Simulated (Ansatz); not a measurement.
Ge well of 8 atomic layers along [001] in random Si0.3Ge0.7, interfaces graded over 8 layers

Prepared with LAMMPS with Tersoff's 1989 multicomponent potential (SiCGe.tersoff): minimisation. Geometry as solved with PBE, support functions at accuracy medium on the grid of 370 eV run with Ansatz (a first-principles code).

```xyz
576
Lattice="17.02 0.00 0.00 0.00 17.02 0.00 0.00 0.00 45.72" Properties=species:S:1:pos:R:3 pbc="T T T"
Si     0.06    -0.01    -0.01
Ge     1.43     1.41     1.45
Ge     2.87     2.84     0.02
Si     4.29     4.24     1.42
Si     2.89     0.03     2.84
Si     4.27     1.39     4.24
Si     0.03     2.84     2.86
Si     1.42     4.21     4.22
Ge     0.04     0.01     5.67
Ge     1.43     1.46     7.13
Ge     2.86     2.83     5.62
Ge     4.25     4.26     7.11
Ge     2.89     0.03     8.56
Si     4.29     1.41     9.98
Si     0.02     2.84     8.56
Si     1.43     4.24     9.88
Ge    -0.04     0.05    11.36
Ge     1.38     1.48    12.81
Ge     2.83     2.84    11.32
Ge     4.24     4.25    12.80
Ge     2.82     0.02    14.22
Ge     4.23     1.42    15.69
Si     0.00     2.85    14.27
Si     1.36     4.21    15.67
Si     0.01     0.04    17.12
Si     1.38     1.40    18.52
Ge     2.76     2.83    17.11
Ge     4.22     4.24    18.55
Ge     2.81     0.01    19.94
Ge     4.23     1.41    21.43
Ge    -0.01     2.81    19.94
Ge     1.40     4.24    21.42
Ge    -0.03    -0.01    22.91
Ge     1.42     1.40    24.36
Ge     2.82     2.83    22.89
Ge     4.25     4.23    24.35
Ge     2.87     0.01    25.83
Si     4.27     1.40    27.25
Ge     0.00     2.83    25.80
Ge     1.43     4.24    27.24
Ge    -0.01    -0.03    28.71
Ge     1.46     1.38    30.14
Ge     2.87     2.80    28.66
Ge     4.28     4.25    30.11
Si     2.87     0.01    31.58
Si     4.25     1.39    32.94
Ge     0.01     2.82    31.55
Ge     1.45     4.25    32.97
Ge     0.00    -0.05    34.43
Ge     1.44     1.40    35.85
Ge     2.88     2.79    34.38
Ge     4.32     4.24    35.80
Si     2.84    -0.02    37.23
Ge     4.29     1.38    38.60
Si     0.01     2.80    37.22
Ge     1.39     4.23    38.62
Si     0.02    -0.02    40.02
Ge     1.43     1.35    41.46
Ge     2.85     2.81    40.04
Ge     4.23     4.28    41.48
Si     2.82    -0.04    42.91
Ge     4.25     1.36    44.31
Ge     0.01     2.84    42.86
Ge     1.46     4.27    44.27
Ge     0.03     5.68    -0.01
Ge     1.46     7.13     1.40
Si     2.86     8.51    -0.01
Ge     4.25     9.94     1.37
Ge     2.85     5.62     2.82
Ge     4.27     7.07     4.25
Ge     0.01     8.56     2.83
Si     1.43     9.93     4.25
Ge     0.06     5.63     5.67
Si     1.45     7.05     7.10
Ge     2.80     8.49     5.67
Ge     4.28     9.94     7.04
Si     2.79     5.65     8.49
Ge     4.23     7.04     9.88
Ge     0.02     8.46     8.50
Ge     1.43     9.92     9.94
Ge     0.04     5.62    11.35
Ge     1.43     7.06    12.80
Ge     2.86     8.49    11.36
Ge     4.27     9.97    12.77
Ge     2.79     5.63    14.29
Ge     4.21     7.11    15.70
Ge     0.00     8.48    14.25
Ge     1.43     9.91    15.69
Ge    -0.01     5.61    17.12
Ge     1.42     7.09    18.52
Si     2.82     8.51    17.12
Ge     4.23     9.90    18.53
Ge     2.83     5.68    20.00
Ge     4.25     7.08    21.46
Ge     0.00     8.51    19.98
Ge     1.42     9.92    21.45
Ge     0.00     5.66    22.89
Ge     1.42     7.09    24.35
Ge     2.84     8.52    22.90
Ge     4.27     9.94    24.34
Ge     2.85     5.67    25.80
Ge     4.28     7.09    27.24
Ge     0.00     8.51    25.80
Ge     1.43     9.94    27.24
Ge     0.00     5.68    28.68
Ge     1.44     7.11    30.10
Ge     2.88     8.53    28.68
Ge     4.33     9.94    30.12
Ge     2.87     5.70    31.54
Ge     4.32     7.13    32.98
Ge     0.01     8.52    31.54
Ge     1.48     9.94    32.98
Ge     0.02     5.67    34.39
Ge     1.47     7.14    35.79
Si     2.90     8.55    34.39
Si     4.24     9.96    35.78
Ge     2.87     5.69    37.24
Si     4.21     7.16    38.65
Ge     0.04     8.56    37.27
Si     1.44     9.96    38.67
Ge    -0.02     5.65    40.09
Ge     1.48     7.10    41.45
Si     2.82     8.55    40.02
Ge     4.21     9.94    41.47
Si     2.85     5.69    42.88
Ge     4.24     7.06    44.34
Ge     0.03     8.53    42.87
Ge     1.48     9.94    44.32
Ge     0.03    11.34     0.05
Si     1.45    12.77     1.42
Ge     2.83    14.17    -0.03
Ge     4.27    15.64     1.41
Ge     2.84    11.36     2.86
Si     4.28    12.73     4.27
Ge     0.06    14.19     2.81
Ge     1.50    15.63     4.23
Ge     0.02    11.33     5.65
Ge     1.44    12.78     7.08
Ge     2.91    14.17     5.66
Ge     4.31    15.62     7.10
Ge     2.87    11.35     8.52
Ge     4.30    12.79     9.95
Ge     0.00    14.20     8.52
Ge     1.42    15.63     9.97
Ge     0.03    11.36    11.40
Si     1.41    12.78    12.82
Ge     2.82    14.17    11.40
Ge     4.27    15.64    12.77
Ge     2.81    11.37    14.22
Ge     4.24    12.79    15.67
Ge     0.00    14.17    14.25
Ge     1.40    15.64    15.70
Ge    -0.01    11.37    17.09
Ge     1.42    12.78    18.56
Ge     2.85    14.23    17.14
Si     4.23    15.62    18.57
Ge     2.83    11.35    20.00
Ge     4.26    12.77    21.45
Ge     0.00    14.21    20.00
Ge     1.42    15.62    21.44
Ge     0.00    11.35    22.90
Ge     1.41    12.78    24.35
Ge     2.84    14.20    22.90
Ge     4.27    15.60    24.37
Ge     2.85    11.36    25.80
Ge     4.29    12.74    27.27
Ge    -0.02    14.22    25.77
Ge     1.42    15.59    27.25
Ge     0.03    11.38    28.69
Si     1.44    12.76    30.11
Ge     2.84    14.16    28.71
Ge     4.26    15.60    30.18
Ge     2.88    11.39    31.53
Si     4.28    12.79    32.95
Ge     0.02    14.19    31.48
Ge     1.45    15.61    32.94
Ge     0.05    11.39    34.41
Si     1.42    12.79    35.83
Ge     2.84    14.14    34.38
Ge     4.22    15.61    35.81
Ge     2.84    11.36    37.22
Si     4.28    12.76    38.61
Si     0.00    14.16    37.19
Ge     1.40    15.59    38.59
Si     0.03    11.37    40.00
Ge     1.45    12.73    41.47
Ge     2.86    14.16    40.00
Ge     4.25    15.62    41.46
Si     2.87    11.37    42.92
Si     4.26    12.74    44.30
Ge     0.03    14.21    42.89
Si     1.44    15.63    44.31
Si     5.71     0.02     0.02
Si     7.07     1.42     1.39
Ge     8.52     2.82     0.01
Si     9.93     4.28     1.38
Ge     8.46     0.02     2.81
Ge     9.89     1.45     4.27
Ge     5.69     2.82     2.84
Si     7.12     4.21     4.27
Si     5.65     0.03     5.66
Ge     7.09     1.41     7.06
Si     8.48     2.84     5.67
Ge     9.91     4.20     7.10
Si     8.52    -0.01     8.46
Ge     9.93     1.42     9.87
Ge     5.68     2.82     8.56
Si     7.08     4.26     9.93
Si     5.66     0.02    11.33
Ge     7.07     1.40    12.75
Ge     8.50     2.85    11.32
Ge     9.95     4.24    12.78
Ge     8.50     0.01    14.23
Ge     9.95     1.42    15.68
Ge     5.66     2.82    14.23
Ge     7.08     4.25    15.67
Ge     5.63    -0.02    17.14
Ge     7.08     1.40    18.57
Ge     8.50     2.83    17.12
Ge     9.94     4.24    18.55
Ge     8.51     0.00    20.02
Ge     9.94     1.43    21.45
Ge     5.66     2.83    20.00
Ge     7.10     4.25    21.46
Ge     5.67     0.01    22.90
Ge     7.09     1.43    24.35
Ge     8.54     2.87    22.92
Si     9.96     4.28    24.31
Ge     8.50     0.00    25.81
Ge     9.89     1.45    27.25
Ge     5.66     2.81    25.84
Ge     7.13     4.23    27.26
Ge     5.66     0.00    28.68
Ge     7.12     1.43    30.10
Si     8.50     2.84    28.68
Ge     9.86     4.25    30.12
Ge     8.53     0.00    31.57
Si     9.91     1.39    33.03
Ge     5.67     2.81    31.56
Ge     7.11     4.26    32.98
Ge     5.66     0.00    34.36
Ge     7.13     1.42    35.79
Si     8.52     2.81    34.35
Ge     9.92     4.20    35.76
Si     8.52    -0.04    37.18
Ge     9.94     1.33    38.61
Si     5.70     2.80    37.20
Ge     7.05     4.23    38.61
Si     5.68    -0.01    40.04
Ge     7.09     1.37    41.47
Ge     8.51     2.80    40.04
Ge     9.93     4.22    41.51
Si     8.52     0.03    42.90
Si     9.89     1.43    44.27
Ge     5.67     2.83    42.89
Ge     7.06     4.28    44.34
Si     5.63     5.64     0.03
Ge     7.07     7.05     1.39
Ge     8.53     8.50    -0.01
Ge     9.91     9.94     1.47
Ge     8.50     5.61     2.83
Ge     9.88     7.12     4.25
Ge     5.69     8.53     2.83
Ge     7.11     9.96     4.29
Ge     5.74     5.66     5.68
Si     7.13     7.09     7.07
Si     8.48     8.50     5.70
Ge     9.90     9.88     7.10
Ge     8.48     5.67     8.52
Ge     9.94     7.10     9.93
Ge     5.70     8.48     8.47
Ge     7.07     9.94     9.96
Ge     5.68     5.65    11.34
Ge     7.08     7.09    12.79
Ge     8.53     8.53    11.40
Si     9.94     9.93    12.79
Ge     8.51     5.66    14.23
Ge     9.95     7.09    15.65
Ge     5.65     8.51    14.24
Ge     7.10     9.92    15.67
Ge     5.66     5.67    17.12
Ge     7.10     7.08    18.57
Ge     8.52     8.50    17.11
Ge     9.93     9.92    18.57
Ge     8.53     5.66    20.01
Ge     9.96     7.05    21.49
Ge     5.67     8.51    20.00
Ge     7.09     9.93    21.46
Ge     5.67     5.67    22.91
Ge     7.10     7.08    24.36
Ge     8.52     8.50    22.91
Ge     9.92     9.94    24.37
Ge     8.55     5.63    25.77
Ge     9.91     7.09    27.25
Ge     5.68     8.52    25.80
Ge     7.07     9.96    27.27
Ge     5.73     5.70    28.71
Si     7.09     7.10    30.17
Ge     8.47     8.50    28.72
Ge     9.90     9.95    30.13
Si     8.45     5.68    31.51
Ge     9.87     7.07    32.91
Si     5.73     8.52    31.54
Si     7.06     9.94    32.93
Si     5.69     5.66    34.37
Ge     7.04     7.09    35.77
Ge     8.46     8.53    34.33
Ge     9.90     9.95    35.77
Ge     8.49     5.66    37.19
Ge     9.88     7.11    38.65
Ge     5.61     8.54    37.21
Ge     7.09     9.94    38.65
Ge     5.64     5.73    40.02
Ge     7.12     7.13    41.45
Si     8.51     8.54    40.04
Ge     9.94     9.92    41.46
Ge     8.53     5.71    42.92
Si     9.97     7.10    44.31
Ge     5.65     8.51    42.89
Ge     7.07     9.96    44.32
Si     5.64    11.37    -0.02
Ge     7.08    12.71     1.42
Ge     8.51    14.15    -0.02
Ge     9.92    15.60     1.42
Si     8.51    11.36     2.87
Si     9.89    12.77     4.23
Ge     5.65    14.15     2.86
Ge     7.05    15.63     4.27
Si     5.67    11.38     5.65
Ge     7.05    12.78     7.09
Ge     8.53    14.20     5.67
Si     9.90    15.62     7.10
Ge     8.51    11.37     8.53
Si     9.91    12.78     9.93
Si     5.69    14.21     8.52
Ge     7.08    15.65     9.89
Si     5.67    11.35    11.35
Ge     7.08    12.74    12.76
Ge     8.50    14.18    11.32
Ge     9.92    15.60    12.79
Ge     8.54    11.32    14.21
Ge     9.93    12.76    15.67
Ge     5.68    14.19    14.21
Ge     7.08    15.61    15.68
Ge     5.66    11.34    17.10
Ge     7.07    12.78    18.56
Ge     8.52    14.19    17.12
Ge     9.95    15.62    18.57
Ge     8.51    11.35    20.01
Ge     9.93    12.77    21.46
Ge     5.63    14.22    19.98
Ge     7.08    15.59    21.46
Ge     5.70    11.38    22.92
Si     7.09    12.76    24.35
Ge     8.48    14.16    22.93
Ge     9.92    15.60    24.35
Ge     8.47    11.38    25.79
Ge     9.88    12.80    27.27
Ge     5.71    14.15    25.79
Ge     7.11    15.57    27.26
Si     5.69    11.36    28.69
Ge     7.06    12.79    30.11
Si     8.49    14.18    28.71
Ge     9.92    15.56    30.12
Ge     8.49    11.39    31.59
Si     9.89    12.83    32.98
Si     5.66    14.17    31.57
Ge     7.10    15.54    32.98
Ge     5.67    11.36    34.36
Si     7.11    12.79    35.75
Si     8.53    14.18    34.41
Si     9.91    15.59    35.80
Ge     8.48    11.40    37.19
Ge     9.96    12.79    38.64
Ge     5.68    14.15    37.19
Ge     7.09    15.62    38.62
Ge     5.67    11.40    40.07
Si     7.08    12.79    41.48
Ge     8.49    14.19    40.08
Ge     9.92    15.65    41.48
Ge     8.50    11.39    42.88
Si     9.92    12.77    44.29
Ge     5.67    14.17    42.90
Ge     7.11    15.64    44.31
Ge    11.30     0.02    -0.05
Ge    12.74     1.42     1.42
Ge    14.19     2.83     0.01
Ge    15.64     4.24     1.44
Ge    14.17    -0.02     2.85
Ge    15.62     1.44     4.25
Ge    11.31     2.88     2.81
Ge    12.75     4.27     4.27
Ge    11.34     0.00     5.71
Si    12.73     1.44     7.12
Ge    14.16     2.82     5.71
Ge    15.63     4.22     7.13
Ge    14.19     0.08     8.52
Si    15.63     1.46     9.91
Si    11.37     2.83     8.50
Si    12.74     4.20     9.92
Ge    11.34     0.02    11.37
Ge    12.81     1.40    12.82
Ge    14.20     2.83    11.33
Ge    15.62     4.22    12.82
Si    14.22     0.03    14.26
Ge    15.63     1.42    15.68
Ge    11.39     2.85    14.26
Si    12.78     4.25    15.68
Ge    11.39     0.04    17.14
Si    12.78     1.45    18.55
Ge    14.18     2.86    17.13
Si    15.60     4.23    18.55
Ge    14.17     0.03    19.96
Ge    15.60     1.42    21.44
Ge    11.38     2.82    19.99
Ge    12.74     4.27    21.47
Ge    11.34    -0.01    22.89
Ge    12.76     1.42    24.34
Ge    14.18     2.84    22.90
Ge    15.60     4.26    24.35
Ge    14.21    -0.02    25.76
Ge    15.60     1.40    27.25
Ge    11.31     2.86    25.76
Ge    12.74     4.25    27.22
Ge    11.32    -0.01    28.66
Ge    12.74     1.40    30.11
Ge    14.16     2.83    28.67
Ge    15.58     4.26    30.12
Ge    14.17    -0.05    31.52
Ge    15.60     1.37    32.97
Ge    11.29     2.80    31.57
Ge    12.78     4.26    32.93
Si    11.28     0.00    34.42
Si    12.73     1.34    35.76
Ge    14.15     2.79    34.39
Ge    15.62     4.20    35.82
Ge    14.16    -0.04    37.19
Ge    15.63     1.40    38.63
Ge    11.37     2.77    37.18
Ge    12.76     4.23    38.63
Si    11.37    -0.04    40.03
Ge    12.71     1.40    41.47
Ge    14.20     2.83    40.08
Si    15.60     4.24    41.49
Ge    14.19    -0.01    42.88
Ge    15.65     1.39    44.32
Si    11.30     2.79    42.91
Ge    12.70     4.24    44.31
Si    11.29     5.68    -0.02
Ge    12.70     7.08     1.41
Ge    14.18     8.53     0.02
Si    15.60     9.93     1.41
Ge    14.18     5.68     2.84
Ge    15.63     7.09     4.26
Si    11.31     8.50     2.83
Ge    12.73     9.90     4.21
Ge    11.30     5.69     5.69
Ge    12.73     7.10     7.14
Ge    14.16     8.50     5.68
Ge    15.61     9.92     7.09
Ge    14.15     5.63     8.55
Ge    15.60     7.06     9.96
Si    11.32     8.51     8.52
Ge    12.72     9.90     9.94
Ge    11.40     5.65    11.35
Si    12.77     7.06    12.79
Ge    14.16     8.48    11.40
Ge    15.60     9.93    12.82
Ge    14.14     5.66    14.23
Ge    15.59     7.06    15.68
Ge    11.36     8.50    14.17
Ge    12.77     9.92    15.66
Ge    11.38     5.64    17.08
Ge    12.78     7.07    18.56
Ge    14.19     8.50    17.12
Ge    15.60     9.94    18.55
Ge    14.21     5.63    19.99
Ge    15.61     7.08    21.44
Ge    11.36     8.48    20.02
Ge    12.77     9.93    21.45
Si    11.33     5.64    22.92
Ge    12.72     7.06    24.32
Ge    14.17     8.49    22.89
Ge    15.59     9.92    24.34
Ge    14.17     5.68    25.79
Ge    15.58     7.12    27.25
Ge    11.34     8.51    25.81
Ge    12.78     9.91    27.27
Ge    11.34     5.67    28.70
Ge    12.81     7.09    30.11
Si    14.19     8.51    28.68
Ge    15.59     9.93    30.08
Si    14.19     5.67    31.53
Ge    15.58     7.07    32.94
Ge    11.35     8.51    31.53
Ge    12.75     9.96    32.97
Ge    11.32     5.67    34.35
Ge    12.75     7.09    35.79
Ge    14.19     8.52    34.38
Ge    15.62     9.96    35.82
Ge    14.19     5.67    37.22
Ge    15.59     7.12    38.67
Ge    11.33     8.53    37.22
Ge    12.77     9.95    38.68
Ge    11.33     5.67    40.06
Ge    12.76     7.14    41.48
Si    14.18     8.53    40.06
Ge    15.63     9.95    41.39
Ge    14.17     5.65    42.87
Ge    15.60     7.10    44.30
Si    11.32     8.50    42.90
Ge    12.73     9.93    44.29
Ge    11.33    11.40     0.00
Si    12.75    12.77     1.42
Ge    14.17    14.17     0.03
Ge    15.64    15.62     1.39
Ge    14.17    11.34     2.78
Ge    15.60    12.77     4.22
Ge    11.36    14.17     2.87
Si    12.74    15.61     4.27
Ge    11.28    11.34     5.63
Ge    12.72    12.76     7.08
Ge    14.15    14.21     5.65
Ge    15.59    15.63     7.08
Ge    14.16    11.34     8.53
Ge    15.60    12.77     9.96
Ge    11.29    14.20     8.52
Ge    12.76    15.63     9.93
Ge    11.29    11.36    11.37
Ge    12.75    12.76    12.81
Ge    14.17    14.21    11.38
Ge    15.58    15.63    12.84
Ge    14.21    11.38    14.27
Si    15.62    12.77    15.67
Ge    11.36    14.21    14.25
Ge    12.81    15.65    15.66
Ge    11.36    11.34    17.12
Ge    12.79    12.78    18.54
Ge    14.24    14.18    17.08
Ge    15.63    15.65    18.52
Ge    14.19    11.36    20.01
Ge    15.60    12.79    21.46
Ge    11.36    14.18    20.01
Ge    12.78    15.61    21.44
Ge    11.35    11.35    22.91
Ge    12.77    12.77    24.36
Ge    14.21    14.22    22.93
Si    15.61    15.61    24.34
Ge    14.19    11.34    25.81
Ge    15.60    12.79    27.25
Ge    11.33    14.18    25.80
Ge    12.77    15.61    27.22
Ge    11.33    11.36    28.68
Ge    12.72    12.81    30.15
Ge    14.18    14.21    28.70
Si    15.59    15.59    30.11
Ge    14.18    11.36    31.53
Ge    15.62    12.79    32.96
Si    11.28    14.17    31.58
Ge    12.68    15.61    32.98
Ge    11.31    11.42    34.37
Ge    12.73    12.83    35.85
Ge    14.18    14.22    34.40
Si    15.61    15.56    35.84
Ge    14.21    11.40    37.26
Si    15.68    12.78    38.61
Si    11.32    14.26    37.23
Si    12.73    15.60    38.62
Si    11.33    11.34    40.05
Ge    12.75    12.75    41.42
Ge    14.19    14.17    39.96
Ge    15.62    15.61    41.41
Ge    14.19    11.34    42.85
Ge    15.62    12.76    44.31
Ge    11.32    14.16    42.89
Ge    12.76    15.59    44.30
```
